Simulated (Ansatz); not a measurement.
An Ansatz (a program for electronic structure) input (plane-wave PAW DFT at the PBEsol level (Ansatz, 420 eV), no SOC):

Ansatz 0.2 input:
```yaml
crystal:
  lattice:
    - [4.2448369975, 0, 0]
    - [0, 4.2448369975, 0]
    - [0, 0, 2.662408435]
  atoms:
    - { symbol: Si, position: [0, 0, 0] }
    - { symbol: Si, position: [0.5, 0.5, 0.5] }
    - { symbol: O, position: [0.306057991, 0.306057991, 0] }
    - { symbol: O, position: [0.806057991, 0.193942009, 0.5] }
    - { symbol: O, position: [0.193942009, 0.806057991, 0.5] }
    - { symbol: O, position: [0.693942009, 0.693942009, 0] }
basis: { ecutwfc: 420, ecutrho_ratio: 4, xc_grid: 2, fft_grid_basis: typed }
kpoints: { mp_grid: { grid: [8, 8, 12] } }
hamiltonian:
  xc: pbesol
  dispersion: none
  pseudopotentials: { kind: paw }
scf: { occupations: { method: fermi_dirac, width: 0.05 } }
relax: { f_tol: 0.005, max_steps: 50, cell: { stress_tol: 0.01, fix: [a, b, gamma] } }
output: { forces: true, stress: true }
checkpoint: { write: state.ck, write_every: 1000 }
```

Q: Which symmetry and how many k-points will the program report, and about how many plane waves at Γ?

A: Space group P42/mnm (ITA 136) with 16 operations, k-points 105 of 768, and 945 plane waves at Γ.

Q: And the final pressure?

A: -3.80 GPa (compression positive).

The cells carry an imposed strain or load. No phonon test of stability was made. The cell was made from SiO2 in the rutile structure (space group P4_2/mnm, No. 136) by this change: biaxial strain +1.20 %, plane normal [001], relaxed out of plane.
